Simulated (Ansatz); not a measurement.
Start from Sb (space group R-3m, No. 166; a = 4.326 Å, c = 11.339 Å (hexagonal axes); layered; relaxed with 0.1 eV smearing). Axes: x lies along a and z along c of the hexagonal cell.

Calculations: r2SCAN+rVV10 (Ansatz, an electronic-structure program, PAW, scalar-relativistic without spin-orbit coupling).

For the base:

The pressure comes out as 0.0 GPa and the shortest interatomic distance is 2.920 Å.

One thing is altered: tensile biaxial strain of 0.25 % in the plane normal to [001], as in epitaxy on a mismatched substrate; the out-of-plane cell vector and the atoms relax.

How does this affect the out-of-plane strain, pressure, shortest interatomic distance and energy relative to the base?

The out-of-plane strain comes out as -0.29 %; the pressure (mean of the normal stresses, compression positive) goes from zero to -0.2 GPa; the shortest interatomic distance goes up by 0.003 Å to 2.923 Å; the energy hardly moves.

Whether these cells are dynamically stable was not tested.
